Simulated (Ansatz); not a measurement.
AlN under a change: Al interstitial (started 1.91 Å from the nearest host atom), symmetric start

Take a 16-atom supercell of AlN in the zinc blende structure (space group F-43m, No. 216; a = 4.403 Å) at its relaxed geometry as the base.

One thing is altered: one Al atom is added in an open site, starting 1.91 Å from the nearest host atom, atoms relaxed at fixed cell.

Computed with plane-wave PAW DFT at the PBE level (Ansatz, an electronic-structure program, 420 eV), no spin-orbit coupling. k-mesh 5×5×5 (Γ-centred); smearing 0.01 eV (Fermi–Dirac).

```json
[
 {"quantity": "pressure", "base": "0.0 GPa", "changed": "17.4 GPa", "shift": "+17.4 GPa"},
 {"quantity": "largest displacement of a host atom from its site in the perfect cell", "base": "–", "changed": "0.19 Å", "shift": "–"},
 {"quantity": "final site of the added atom", "base": "–", "changed": "4 N at 1.84 Å (tetrahedral)", "shift": "–"}
]
```

Final structure:

```yaml
crystal:
  lattice:
    - [0.00000, 4.40321, 4.40321]
    - [4.40321, 0.00000, 4.40321]
    - [4.40321, 4.40321, 0.00000]
  atoms:
    - { symbol: N, position: [0.37059, 0.37059, 0.37059] }
    - { symbol: N, position: [0.37059, 0.37059, 0.88824] }
    - { symbol: N, position: [0.37059, 0.88824, 0.37059] }
    - { symbol: N, position: [0.36393, 0.87869, 0.87869] }
    - { symbol: N, position: [0.88824, 0.37059, 0.37059] }
    - { symbol: N, position: [0.87869, 0.36393, 0.87869] }
    - { symbol: N, position: [0.87869, 0.87869, 0.36393] }
    - { symbol: N, position: [0.87869, 0.87869, 0.87869] }
    - { symbol: Al, position: [0.00000, 0.00000, 0.00000] }
    - { symbol: Al, position: [0.97876, 0.97876, 0.52124] }
    - { symbol: Al, position: [0.97876, 0.52124, 0.97876] }
    - { symbol: Al, position: [0.97876, 0.52124, 0.52124] }
    - { symbol: Al, position: [0.52124, 0.97876, 0.97876] }
    - { symbol: Al, position: [0.52124, 0.97876, 0.52124] }
    - { symbol: Al, position: [0.52124, 0.52124, 0.97876] }
    - { symbol: Al, position: [0.50000, 0.50000, 0.50000] }
    - { symbol: Al, position: [0.25000, 0.25000, 0.25000] }
```

Cost of the whole job for the changed cell (relaxation, final SCF and bands): very roughly 2.2 core-minutes.

The magnetic state is the one reached from the starting moments; the real material's order can differ, and small cells can't hold many antiferromagnetic ones. The cell is small, so the values are those of an ordered compound at a high defect concentration; dilute-limit values will differ. The mesh was chosen for an insulator and is coarse for the gapless case. The defect started on the symmetric site and kept its symmetry, so it may sit on a saddle. Starting moments died away, wholly or in part, for Al interstitial (started 1.91 Å from the nearest host atom); another magnetic solution may exist. The defect cell is spin-polarised and ends with 0.0 μB. This is not the structure that AlN has at room temperature and ambient pressure.
